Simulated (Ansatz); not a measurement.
We consider SiO2 (model structure, started from the cotunnite type, Cmce, No. 64, 12 atoms in the cell), described by r²SCAN+rVV10 (Ansatz, an electronic-structure program, plane waves, PAW).

Settings: plane-wave cutoff 560 eV, 8×12×6 k mesh (along the axes of the cell as run), Fermi–Dirac smearing 0.01 eV, scalar-relativistic PAW data made under PBE.

Cell (relaxed at this level):

```cif
data_O8Si4
_chemical_formula_sum 'Si4 O8'
_space_group_name_H-M_alt 'Cmce'
_space_group_IT_number 64
_space_group_name_Hall '-C 2ac 2'
_cell_length_a 2.67264
_cell_length_b 4.62085
_cell_length_c 9.17036
_cell_angle_alpha 90.000
_cell_angle_beta 90.000
_cell_angle_gamma 90.000
loop_
_atom_site_label
_atom_site_type_symbol
_atom_site_symmetry_multiplicity
_atom_site_Wyckoff_symbol
_atom_site_fract_x
_atom_site_fract_y
_atom_site_fract_z
_atom_site_occupancy
Si1 Si 4 a 0.00000 0.00000 0.00000 1
O1 O 8 f 0.00000 0.33337 0.09842 1
```

### Question
Predict the band gap.

### Answer

band gap: 7.19 eV (on the SCF k mesh)

Note: the relaxation could raise the start's symmetry but not lower it, so the cell can be a saddle point.

It cost roughly 27 core-minutes of CPU time.

A model structure was made by putting elements into a prototype or built by hand; it is no filed structure, need not be a known phase, and can be a saddle point held by its symmetry.
